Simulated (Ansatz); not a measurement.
Gap of a one-dimensional BeTe body, 2 atoms a period at several levels, all on one geometry.

```yaml
crystal:
  lattice:
    - [11.00000, 0.00000, 0.00000]
    - [0.00000, 11.00000, 0.00000]
    - [0.00000, 0.00000, 4.31454]
  atoms:
    - { symbol: Be, position: [0.50000, 0.50000, 0.00000] }
    - { symbol: Te, position: [0.50000, 0.50000, 0.50000] }
```

Levels: PBE (plane waves to 420 eV, PAW; Ansatz, an electronic-structure program); Ansatz with PBE with spin-orbit coupling; r2SCAN (plane waves to 500 eV, PAW; Ansatz); HSE06 (Ansatz). Unmarked values and the geometry are of the first. Mesh 1×1×64. No spin polarisation. Periodic along z alone, with about 11 Å of vacuum beside it. A hypothetical model. It keeps the symmetry and period of its start, so it need not be a minimum against all distortions. Pairing along the axis, which can open a gap, is among the distortions not tried. Values not marked SOC lack spin–orbit coupling. HSE06 ran on a 1×1×4 mesh and at PBE's edge points.

```tsv
level	gap (eV)
PBE	2.64
PBE+SOC	2.40
r2SCAN	___
HSE06	3.49
```

### Question
Fill in the missing entries.

### Answer

- r2SCAN, gap (eV): 3.17
